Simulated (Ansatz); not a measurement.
The reference is TiC in the rock salt structure (space group Fm-3m, No. 225; a = 4.293 Å; relaxed with 0.1 eV smearing). Axes: x, y, z lie along the cube axes.

The values are results of Ansatz (an electronic-structure program) PBEsol, spin-orbit coupling left out, not measurements.

Base values:

- Pressure = 0.0 GPa

Modification: uniaxial strain ε_zz = −0.50 %, all other strain components held at zero; the atoms relax in the strained cell.

Predict the new pressure and energy relative to the base.

The pressure (mean of the normal stresses, compression positive) goes from zero to 1.4 GPa; the energy goes up by 0.4 meV/atom.

Stability against distortions was not tested. The final runs are not spin-polarised.
